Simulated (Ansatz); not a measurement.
KMgH₃ in the cubic perovskite structure (space group Pm-3m, No. 221)

KMgH₃ has the cubic space group Pm-3m (No. 221), the cubic perovskite structure, Pearson symbol cP5. Cell: a = 3.976 Å, b = 3.976 Å, c = 3.976 Å, α = 90.00°, β = 90.00°, γ = 90.00°. K on 1a sees 12 H at 2.812 Å (cuboctahedral). Mg on 1b sees 6 H at 1.988 Å (octahedral). H on 3c is coordinated by 2 Mg at 1.988 Å and 4 K at 2.812 Å (octahedral). (Neighbours: up to the widest gap in distance over summed covalent radii, below 1.35, at either atom; cation-cation and far metal-metal contacts left out.)

Level of theory: Ansatz (an electronic-structure program), PBEsol, PAW, cutoff 420 eV, no SOC, earlier PAW set. k-mesh 8×8×8 (Γ-centred); smearing 0.05 eV (Fermi–Dirac).

| Quantity | Result |
|---|---|
| Volume per atom | 12.57 Å³ |
| Density | 1.75 g/cm³ |
| Band gap | 2.37 eV, indirect, X → R |
| Electron mass | 0.35 mₑ |
| Hole mass | 1.6 mₑ along k, 0.50 mₑ across |
| Lowest conduction-band minima above the VBM | R along ⟨111⟩ 2.37 eV; M along ⟨110⟩ 3.44 eV |
| Total energy | -695.282 eV/atom (σ→0; compares only within this code and set-up) |

Effective masses come from finite differences of ±0.01 Å⁻¹. Along k means along the line from Γ to the band edge. Whether these cells are dynamically stable was not tested. Many cubic perovskites are stable only at high temperature; tilts and polar distortions were not tested.
